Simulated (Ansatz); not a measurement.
**Li3SF (model structure, started from the Li3OCl type, Pm-3m, No. 221, 5 atoms in the cell)**

The numbers are results of G0W0@PBEsol+SOC (Ansatz, an electronic-structure program, hard PAW, contour deformation, complete-basis limit, spin–orbit shift from PBEsol), not measurements.

Settings: largest k mesh 6×6×6 (not extrapolated in the mesh).

Cell (relaxed with PBEsol):

```
Li3FS
1.0
    4.46268     0.00000     0.00000
    0.00000     4.46268     0.00000
    0.00000     0.00000     4.46268
Li F S
3 1 1
Direct
  0.00000   0.50000   0.50000
  0.50000   0.00000   0.50000
  0.50000   0.50000   0.00000
  0.00000   0.00000   0.00000
  0.50000   0.50000   0.50000
```

```yaml
band_gap: 6.46 eV
```

Note: spin–orbit coupling enters as the shift of the gap found with a semilocal functional; the relaxation could raise the start's symmetry but not lower it, so the cell can be a saddle point.

A model structure was made by putting elements into a prototype or built by hand; it is no filed structure, need not be a known phase, and can be a saddle point held by its symmetry.
